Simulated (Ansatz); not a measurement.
System: CsCl-type AuZn (cubic form, which distorts at low temperature). Method: PBEsol-D3(BJ) (PAW; Ansatz, a program for electronic structure).

Input:

Ansatz 0.2 input:
```yaml
crystal:
  lattice:
    - [3.1299090502, 0.0, 0.0]
    - [0.0, 3.1299090502, 0.0]
    - [0.0, 0.0, 3.1299090502]
  atoms:
    - { symbol: Zn, position: [0.5, 0.5, 0.5] }
    - { symbol: Au, position: [0.0, 0.0, 0.0] }
basis:
  ecutwfc: 520
  ecutrho_ratio: 4
  xc_grid: 2
kpoints:
  mp_grid: { grid: [18, 18, 18] }
hamiltonian:
  xc: pbesol
  dispersion: d3bj
  pseudopotentials: { kind: paw }
scf:
  occupations: { method: fermi_dirac, width: 0.05 }
  convergence: { dr2_threshold: 0.0000000002 }
output:
  forces: true
  stress: true
  eigenvalues: true
```

Task: How many irreducible k-points, plane waves at Γ does the program set up, and what pressure does the run end with?

Result: 220 irreducible k-points, 799 plane waves at Γ; P = -5.67 GPa, so the cell is stretched on average and its volume would shrink at this level.

Output (set-up and result lines):

```
Crystal: 2 atoms, lattice volume = 30.662 Å³
Basis set: ecut = 520 eV, 799 PW (Γ), exchange–correlation on 48×48×48 points (8 copies of the dense FFT grid, shifted against one another)
Bands: 20, of which v1, the nominal top of the filled ones, is band 16 counted from 1 (15 counted from 0)
Symmetry: 48 space group operations
Space group: Pm-3m (ITA 221), of the structure as read, at distance tolerance 3.1e-5 Å
k-points: 220 of 5832
Functional: x = pbesol(κ = 0.804, μ = 0.12345679012345678), c = pbesol(β = 0.046)
SCF iter   1: F=—  HF=-16289.488464 eV  |F-HF|=—  |Δ(HF+E_count)|=         —  Δρ=4.67e-3  dr2=4.06e-3
SCF iter   2: F=—  HF=-16289.488061 eV  |F-HF|=—  |Δ(HF+E_count)|=   4.03e-4  Δρ=1.40e-3  dr2=4.55e-4
  ...
SCF iter   7: F=—  HF=-16289.487817 eV  |F-HF|=—  |Δ(HF+E_count)|=   1.80e-8  Δρ=2.34e-6  dr2=3.49e-10
SCF iter   8: F=-16289.487817 eV  HF=-16289.487817 eV  |F-HF|=0.00e0  |Δ(HF+E_count)|=  8.19e-11  Δρ=2.28e-7  dr2=4.28e-12
SCF 1 converged in 8 iterations: F = -16289.487817 eV  dr2 = 4.28e-12
SCF converged after 8 iterations
Free energy (F): -16289.487817 eV
Internal energy: -16289.484394 eV  (E = F + TS)
E sigma→0 (E₀):  -16289.486106 eV
Fermi energy:    17.282132 eV
--- Forces (eV/Å), atoms counted from 1 ---
  atom   1  Zn     0.00000000     0.00000000     0.00000000
  atom   2  Au     0.00000000    -0.00000000    -0.00000000
--- Stress (GPa, compression-positive) ---
       -5.670793       0.000000       0.000000
        0.000000      -5.670793       0.000000
        0.000000       0.000000      -5.670793
  P = ⅓ Tr σ = -5.6708 GPa (-56.708 kbar)
```

The cell is one volume of an energy–volume scan, off the minimum.

The PAW data were made under PBE.

Note: symmetry holds this phase in the static calculation, where it need not be a minimum.
